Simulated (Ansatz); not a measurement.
Start from TiC in the rock salt structure (space group Fm-3m, No. 225; a = 4.3278 Å; relaxed with 0.1 eV smearing). Axes: x, y, z lie along the cube axes.

Method: Ansatz (an electronic-structure program) r2SCAN, no SOC.

Base values:

| Property | Value |
|---|---|
| Pressure | 0.0 GPa |
| Shortest interatomic distance | 2.164 Å |

The change: uniaxial strain ε_xx = −0.93 %, all other strain components held at zero; the atoms relax in the strained cell.

### Question
What does the calculation give for the pressure, shortest interatomic distance and energy relative to the base after the change?

### Answer
The pressure (mean of the normal stresses, compression positive) goes from zero to 2.5 GPa; the shortest interatomic distance falls by 0.020 Å, from 2.164 Å to 2.144 Å; the energy grows by 1.5 meV/atom.

Stability against distortions was not tested. All final runs are without spin polarisation.
